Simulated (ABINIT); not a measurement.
ABINIT 10.0.3, DFT, PBE, plane waves, JTH v2.0 PBE PAW: a series of growing systems, each on 24 ranks. The k mesh and basis are held over the series and aren't claimed converged, least of all for the small cells.

| Item | Value |
|---|---|
| task | scf |
| ecut | 15 Ha |
| pawecutdg | 30 Ha |
| k mesh (ngkpt) | 2×2×2 |
| shiftk | 0×0×0 |
| nstep | 100 |
| tolvrs | 1e-09 |
| occopt | 3 |
| tsmear | 0.005 Ha |
| prtwf | 0 |
| prtden | 0 |
| paral_kgb | 1 |
| ranks over k-points and spins (np_spkpt) | 4 |
| ranks over bands (npband) | 6 |
| ranks over FFT planes (npfft) | 1 |
| wfoptalg | 114 |
| nline | 4 (default) |
| iscf | 17 (default) |
| npulayit | 7 (default) |
| diemix | 0.7 (default) |
| diemac | 1e+06 (default) |
| dielng | 1.07748 (default) |
| kptopt | 1 (default) |

Hardware: AMD EPYC (Zen 5), 96 cores on 1 socket, no SMT, 12 L3 cache groups; 94 cores' worth of CPU time may be used.

Each time is the median wall time of two to five repeats, run one at a time on the otherwise empty machine; start-up is included. Processes are pinned to neighbouring cores unless said otherwise. Build: conda-forge: MPICH, OpenBLAS, FFTW3, no OpenMP, no ScaLAPACK. Other compilers and libraries give other times. Scratch files lie in a memory file system.

Measured:

| system | nband | bandpp | bands | SCF iterations | wall time | peak memory |
|---|---|---|---|---|---|---|
| bcc W, atoms displaced, 4 atoms | 36 | 6 | 36 | 8 | 1.94 s | 1.3 GiB |
| bcc W, atoms displaced (W8), 8 atoms | 72 | 12 | 72 | 10 | 5.61 s | 2.1 GiB |
| bcc W, atoms displaced (W12), 12 atoms | 108 | 18 | 108 | 11 | 13.5 s | 2.8 GiB |

Still to run:

| system | nband | bandpp | bands |
|---|---|---|---|
| bcc W, atoms displaced (W18), 18 atoms | 156 | 26 | 156 |
| bcc W, atoms displaced (W27), 27 atoms | 228 | 38 | 228 |

**Question.** Estimate time and memory of the remaining systems.

**Answer.** The two largest measured give a power of ln(13.5/5.61) / ln(12/8) = 2.17 in the count of atoms; the table sets what it predicts beside the runs.

```json
[
 {"system": "bcc W, atoms displaced (W18), 18 atoms", "time by that power": "33 s", "SCF iterations": "11", "wall time": "33.1 s", "peak memory": "3.9 GiB"},
 {"system": "bcc W, atoms displaced (W27), 27 atoms", "time by that power": "78 s", "SCF iterations": "11", "wall time": "98.3 s", "peak memory": "6.3 GiB"}
]
```

From the smallest system to the largest the time grows as the power 2.1 of the count of atoms; from step to step the powers are 1.5, 2.2, 2.2, 2.7.
